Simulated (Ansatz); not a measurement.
## YAl3 (space group R-3m, No. 166; a cell from a computed database, its experimental status unchecked)

```yaml
crystal:
  lattice:
    - [3.06152, 1.76757, 7.01664]
    - [-3.06152, 1.76757, 7.01664]
    - [0.00000, -3.53514, 7.01664]
  atoms:
    - { symbol: Y, position: [0.78152, 0.78152, 0.78152] }
    - { symbol: Y, position: [0.21848, 0.21848, 0.21848] }
    - { symbol: Y, position: [0.00000, 0.00000, 0.00000] }
    - { symbol: Al, position: [0.70482, 0.70482, 0.25957] }
    - { symbol: Al, position: [0.29518, 0.29518, 0.74043] }
    - { symbol: Al, position: [0.25957, 0.70482, 0.70482] }
    - { symbol: Al, position: [0.74043, 0.29518, 0.29518] }
    - { symbol: Al, position: [0.70482, 0.25957, 0.70482] }
    - { symbol: Al, position: [0.29518, 0.74043, 0.29518] }
    - { symbol: Al, position: [0.50000, 0.50000, 0.00000] }
    - { symbol: Al, position: [0.00000, 0.50000, 0.50000] }
    - { symbol: Al, position: [0.50000, 0.00000, 0.50000] }
```

Computed with PBEsol (Ansatz, a quantum-chemistry and plane-wave program; PAW; 420 eV plane waves; spin-orbit coupling left out). k-mesh 7×7×7 (Γ-centred); smearing 0.05 eV (Fermi–Dirac).

| Property | Result |
|---|---|
| Volume per atom | 18.99 Å³ |
| Density | 3.71 g/cm³ |
| Band gap | zero |
| Total energy | -1342.633 eV/atom (σ→0; compares only within this code and set-up) |

Stability against distortions was not tested. All final runs are without spin polarisation.
